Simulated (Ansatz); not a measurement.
# A computed series for Al: response to strain

Start from Al in the fcc (Cu type) structure (space group Fm-3m, No. 225; a = 4.0155 Å; relaxed with 0.1 eV smearing).

Strains are applied to the cell and any free atomic positions relax.

Calculations: PBEsol (Ansatz, a program for electronic structure; PAW; 420 eV plane waves; spin-orbit coupling left out).

Notes on the quantities. energy relative to the base: free energy F.

```tsv
isotropic strain (%)	energy relative to the base (meV/atom)
-3	37.3
-2	16.0
-1	3.8
-0.5	?
0	0.0
0.5	0.9
1	3.6
2	13.9
2.5	21.4
```

**Question.** Fit ΔE = Aε² + Bε³ (ε in %) to the rows shown and predict the withheld row.

**Answer.** Least squares on the printed values gives A = 3.75 and B = -0.13 meV/atom (largest residual 0.1 meV/atom); this predicts 1.0 meV/atom, and the run gives 0.9 meV/atom, in agreement.

Whether these cells are dynamically stable was not tested.
